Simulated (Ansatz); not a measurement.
The parent structure is a 16-atom supercell of NaI in the rock salt structure (space group Fm-3m, No. 225; a = 6.529 Å) at its relaxed geometry.

Calculations: DFT with PBE, PAW potentials and a 420 eV plane-wave cutoff in Ansatz (an electronic-structure program), scalar-relativistic without spin-orbit coupling.

Before the change:

| Property | Value |
|---|---|
| Mean distance from the defect site to its nearest host atoms | 3.26 Å |
| Pressure | 0.0 GPa |

Modification: one Na atom is removed, atoms relaxed at fixed cell, starting from a slightly rattled geometry.

Problem. What does the calculation give for the mean distance from the defect site to its nearest host atoms, pressure and largest displacement of a host atom from its site in the perfect cell after the change?

Solution. The mean distance from the defect site to its nearest host atoms rises by 0.032 Å (3.26 Å → 3.30 Å); the pressure goes from zero to -0.2 GPa; the largest displacement of a host atom from its site in the perfect cell comes out as 0.04 Å.

Other magnetic orders, which the real material may have, were not ruled out. In so small a cell the defect repeats every few ångströms: this is an ordered compound, not a dilute defect. The mesh was chosen for an insulator and is coarse for the gapless case. The defect cell is spin-polarised and ends with 1.0 μB.
